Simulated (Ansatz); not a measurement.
The parent structure is TiO2 in the anatase structure (space group I4_1/amd, No. 141).

```xyz
6
Lattice="-1.8697 1.8697 4.7275 1.8697 -1.8697 4.7275 1.8697 1.8697 -4.7275" Properties=species:S:1:pos:R:3 pbc="T T T"
Ti     0.0000     1.8697     2.3638
Ti     0.0000     0.0000     0.0000
O      0.0000     1.8697     0.3973
O      0.0000     0.0000     7.4886
O      0.0000     0.0000     1.9665
O      0.0000     1.8697     4.3303
```

Cartesian axes are those of the cell as printed.

All numbers come from LDA (Ansatz, a program for electronic structure, PAW, no SOC).

Before the change:

| Property | Result |
|---|---|
| Band gap | 2.08 eV |
| Smallest direct gap | 2.44 eV |

Modification: uniaxial strain ε_xx = +2.40 %, all other strain components held at zero, atoms relaxed at fixed cell.

Task: What does the calculation give for the band gap, smallest direct gap, energy relative to the base and largest internal atomic displacement after the change?

Result: The band gap shrinks by 0.05 eV, from 2.08 eV to 2.03 eV; the smallest direct gap drops by 0.07 eV (2.44 eV → 2.37 eV); the energy increases by 7.2 meV/atom; the largest internal atomic displacement amounts to 0.023 Å.

No phonon test of stability was made. The final runs are not spin-polarised.
